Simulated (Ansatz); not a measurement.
Consider AlAs in the zinc blende structure (space group F-43m, No. 216; a = 5.6743 Å). Axes: x, y, z lie along the cube axes.

Level of theory: Ansatz (an electronic-structure program), PBEsol, PAW, cutoff 420 eV, scalar-relativistic without spin-orbit coupling, earlier PAW set.

Before the change:

| Item | Value |
|---|---|
| Pressure | 0.01 GPa |
| Electron mass | 0.86 mₑ along k, 0.23 mₑ across (at X) |
| Band gap | 1.34 eV |

Perturbation: the cell is stretched by 0.55 % along y with no lateral relaxation; the atoms relax in the strained cell.

Estimate the effect on the pressure.

The pressure (mean of the normal stresses, compression positive) drops by 0.39 GPa (0.01 GPa → -0.38 GPa).

Estimate the effect on the electron mass.

The electron mass changes from 0.86 mₑ along k, 0.23 mₑ across (at X) to 0.85 mₑ along k, 0.24 mₑ across (at X).

Predict the new band gap.

The band gap stays 1.34 eV.

Effective masses come from finite differences of ±0.01 Å⁻¹. Along k means along the line from Γ to the band edge. Stability against distortions was not tested.
